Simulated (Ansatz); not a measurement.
Results of PBEsol (Ansatz, a program for electronic structure, plane waves, PAW) for WO3 (Pbcm, No. 57, 16 atoms in the cell; start mp-2486616; a measured phase of this formula has another space group).

Run with plane-wave cutoff 520 eV, 10×6×6 k mesh (along the axes of the cell as run), Fermi–Dirac smearing 0.01 eV, no spin polarisation, scalar-relativistic PAW data made under PBE.

Cell (relaxed with PBEsol):

```
WO3
1.0
    3.88624     0.00000     0.00000
    0.00000     7.65601     0.00000
    0.00000     0.00000     7.47629
W O
4 12
Cartesian
  3.66741   7.44769   5.60722
  0.21884   0.20832   1.86907
  3.66741   4.03632   1.86907
  0.21884   3.61969   5.60722
  3.86255   5.81513   1.86907
  0.02369   1.84089   5.60722
  3.86255   5.66889   5.60722
  0.02369   1.98712   1.86907
  1.98544   0.08957   1.86907
  1.90081   7.56644   5.60722
  1.98544   3.73844   5.60722
  1.90081   3.91757   1.86907
  0.00000   0.00000   3.73814
  0.00000   0.00000   0.00000
  0.00000   3.82801   3.73814
  0.00000   3.82801   0.00000
```

### Question
What does this level give for the band gap and smallest direct gap on the k points sampled?

### Answer

- band gap = 1.19 eV
- smallest direct gap on the k points sampled = 1.20 eV

Spin–orbit coupling is not included.

Computed values are for the static lattice.

It cost roughly 4 core-minutes of CPU time.

A start named mp-… is a Materials Project structure, which need not be a measured phase.
